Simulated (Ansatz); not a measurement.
Consider interstitial Cl in hcp Ru, neutral cell. The step: a concerted move, in which Cl travels most; the atom moves 1.62 Å along (0.33, -0.33, -0.10) of the unit cell; the moving atom starts with neighbours Ru at 2.04, 3 Ru at 2.06 Å and ends with 6 Ru at 2.14 Å. DFT values are from Ansatz (plane-wave PAW, 420 eV unless said) in a cell of 36 host sites, spin-restricted, static, with no finite-size correction. Sites that were not tried may lie lower. The start lies 0.30 eV above the lowest site run (PBE). For the PBE band: the saddle point's order was not checked, and it lies on a symmetry element of the cell, where a band can be held.

```csv
Level,Forward barrier (eV),Cost of the band or of the saddle's single point
"CHGNet universal potential (has no charge state), its own band",0.05,-
"PBE, a 2×2×2 k-point mesh shifted by half a step along c, band relaxed",0.90,very roughly 70 core-minutes
"PBE, a 4×4×4 k-point mesh shifted by half a step along c, same geometries",0.70,very roughly 13 core-minutes
"r2SCAN at 500 eV, a 2×2×2 k-point mesh shifted by half a step along c, same geometries",(withheld),roughly 5 core-minutes
```

Q: What belongs in the gaps?

A: 
- r2SCAN at 500 eV, a 2×2×2 k-point mesh shifted by half a step along c, same geometries, Forward barrier (eV): 0.98

Ansatz is a program for electronic structure.
